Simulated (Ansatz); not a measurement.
The structure below was relaxed with DFT with PBEsol, PAW potentials and a 420 eV plane-wave cutoff in Ansatz (an electronic-structure program), no spin-orbit coupling.

```
CELL_PARAMETERS angstrom
     -2.86819     2.86819     4.16181
      2.86819    -2.86819     4.16181
      2.86819     2.86819    -4.16181
ATOMIC_POSITIONS crystal
  Sr 0.75000 0.25000 0.50000
  Sr 0.25000 0.75000 0.50000
  Zr 0.00000 0.00000 0.00000
  Zr 0.50000 0.50000 0.00000
  O  0.81066 0.31066 0.12132
  O  0.18934 0.68934 0.87868
  O  0.31066 0.18934 0.50000
  O  0.68934 0.81066 0.50000
  O  0.75000 0.75000 0.00000
  O  0.25000 0.25000 0.00000
```

Task: Find the space group and the Wyckoff positions.

Result: Space group I4/mcm (No. 140); a = 5.7364 Å, b = 5.7364 Å, c = 8.3236 Å, α = 90.00°, β = 90.00°, γ = 90.00°

| atom | site | symmetry | x | y | z |
|---|---|---|---|---|---|
| Sr | 4b | -42m | 0.0000 | 0.5000 | 0.2500 |
| Zr | 4c | 4/m.. | 0.0000 | 0.0000 | 0.0000 |
| O | 8h | m.2m | 0.1893 | 0.3107 | 0.0000 |
| O | 4a | 422 | 0.0000 | 0.0000 | 0.2500 |

No phonon test of stability was made. The cell was made from SrTiO3 by this change: Ti → Zr; the result is a model cell, its experimental status unchecked.
